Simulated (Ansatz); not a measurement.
# TaS2 under a change: isotropic strain +1.57 %

The reference is TaS$_{2}$ in the CdI2 type structure (space group P-3m1, No. 164; a = 3.2778 Å, c = 5.5876 Å; layered, stacked along the Cartesian z axis; relaxed with 0.1 eV smearing).

The change: an isotropic linear strain of +1.57 %; the atoms relax in the strained cell.

Level of theory: plane-wave PAW DFT at the PBEsol-D3(BJ) level (Ansatz, a program for electronic structure, 420 eV), no spin-orbit coupling, earlier PAW set. k-mesh 20×20×11 (Γ-centred); smearing 0.1 eV (Fermi–Dirac).

```tsv
quantity	base	changed	shift
space group	P-3m1 (No. 164)	P-3m1 (No. 164)	–
shortest interatomic distance	2.445 Å	2.457 Å	+0.012 Å
energy relative to the base (free energy F)	0 meV/atom	+8.0 meV/atom	+8.0 meV/atom
pressure (mean of the normal stresses, compression positive)	0.0 GPa	-3.0 GPa	-3.0 GPa
band gap	zero	zero	–
largest internal atomic displacement	–	0.043 Å	–
```

Final structure:

```xyz
3
Lattice="3.3293 0.0000 0.0000 -1.6646 2.8832 0.0000 0.0000 0.0000 5.6753" Properties=species:S:1:pos:R:3 pbc="T T T"
Ta     0.0000     0.0000     0.0000
S      0.0000     1.9222     1.5299
S      1.6646     0.9611     4.1455
```

Stability against distortions was not tested. The final runs are not spin-polarised. An odd electron count without spin: TaS2.
